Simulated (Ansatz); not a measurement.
Effective masses and thermopower of monolayer As

Data:

```yaml
crystal:
  lattice:
    - [3.60546, 0.00000, 0.00000]
    - [-1.80273, 3.12242, 0.00000]
    - [0.00000, 0.00000, 17.27314]
  atoms:
    - { symbol: As, position: [0.66667, 0.33333, 0.54027] }
    - { symbol: As, position: [0.33333, 0.66667, 0.45973] }
```

Level of theory: HSE06, rigid bands (plane waves, PAW, scalar-relativistic; Ansatz, a quantum-chemistry and plane-wave program). Cell: cell and atoms relaxed with PBE.

| Property | Result |
|---|---|
| band gap | 2.23 eV |
| electron conductivity mass (300 K, dilute) | 0.22 mₑ |
| effective density of states N_c (300 K) | 1.7e13 cm⁻² |
| Seebeck coefficient, n-type 1.7e12 cm⁻², 300 K | -369 μV/K |

Rigid bands; masses and Seebeck coefficients take one relaxation time τ for all states and one kind of carrier; polarons and phonon drag are left out. Spin-orbit coupling is left out. Geometry: cell and atoms relaxed with PBE.
